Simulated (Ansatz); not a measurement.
# Hypothetical zinc blende BaS, pressure series

Consider BaS in the zinc blende structure (space group F-43m, No. 216; a = 7.036 Å; a hypothetical phase, not in the database extracts checked).

Cell and atoms are relaxed at each pressure.

Method: PBE (Ansatz, a program for electronic structure; PAW; 420 eV plane waves; spin-orbit coupling left out).

```csv
pressure (GPa),volume per atom (Å³/atom)
-2,47.418
-1,45.268
0,43.532
0.3,43.072
0.7,42.495
1.5,41.451
5,?
7.5,36.100
10,34.591
```

Problem. Fit the third-order Birch–Murnaghan form P(V) = (3B₀/2)[(V₀/V)^(7/3) − (V₀/V)^(5/3)]·[1 + (3/4)(B₀′ − 4)((V₀/V)^(2/3) − 1)] (squares taken in P) to the rows shown and predict the withheld row.

Solution. Least squares on the printed values gives V₀ = 43.536 Å³/atom, B₀ = 27.7 GPa, B₀′ = 3.9; this predicts 37.935 Å³/atom, and the run gives 37.937 Å³/atom, 0.002 higher.

Load acts through the strain it causes; cell and atoms are relaxed under it. Stability against distortions was not tested. Competing high-pressure phases were not computed.
